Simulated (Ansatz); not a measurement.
The reference is NiSi (space group Pnma, No. 62; a = 5.1899 Å, b = 3.3505 Å, c = 5.6240 Å; non-magnetic). Axes: x, y, z lie along a, b, c of the conventional cell.

Computed with PBE (Ansatz, a quantum-chemistry and plane-wave program), scalar-relativistic without spin-orbit coupling.

Before the change:

* **Pressure**: 0.0 GPa
* **Shortest interatomic distance**: 228.8 pm
* **Band gap**: zero

Perturbation: compressive biaxial strain of 1.17 % in the plane normal to [001], as in epitaxy on a mismatched substrate; the out-of-plane cell vector and the atoms relax.

### Question
How does this affect the pressure, shortest interatomic distance and band gap?

### Answer
The pressure (mean of the normal stresses, compression positive) goes from zero to 2.4 GPa; the shortest interatomic distance shrinks by 0.83 pm to 227.9 pm; the band gap remains zero.

Without a gap, meshes like the base's 9×14×8 leave anisotropic stresses uncertain by several tenths of a GPa, and small strain energies with them. Stability against distortions was not tested. Seeded moments were not kept for the base. The final runs are not spin-polarised.
